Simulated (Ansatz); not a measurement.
Cost and result by functional for the surface energy of the (20-21) surface of hcp Zn in its 1x1 cell, outermost plane spacing 0.19 Å in the ideal cut, in Ansatz (plane waves, PAW). Single points on the PBE structure, on one kind of machine; costs are rough ratios of the slab run's core time (references not counted) to the cheapest single point. r2SCAN's cost holds its higher cutoff (500 against 420 eV). Differences are taken against r2SCAN for comparison alone: no measured value is at hand, so the table doesn't rank accuracy.

Slab: 20 atoms, 10.2 Å thick at the start (thin: gaps and levels are the slab's own); k 14x4x1, smearing 0.1 eV, dipole-corrected; all atoms relaxed; held to the part of the start's symmetry that mesh and held atoms allow; no spin, no spin-orbit, no U. These notes are the PBE run's.

```
functional                     relative cost  surface energy (J/m²)  less r2SCAN (J/m²)
-----------------------------  -------------  ---------------------  ------------------
PBEsol                                     1                   0.59                0.10
RPBE                                       1                   0.35               -0.14
LDA                                        1                   0.60                0.11
r2SCAN                                     2                   0.49                0.00
PBE (the relaxed run's value)              –                   0.45               -0.04
```

The values span 0.25 J/m², while the single points' costs differ by a factor of roughly 2. Differences are of unrounded values.

Ansatz is an electronic-structure program.
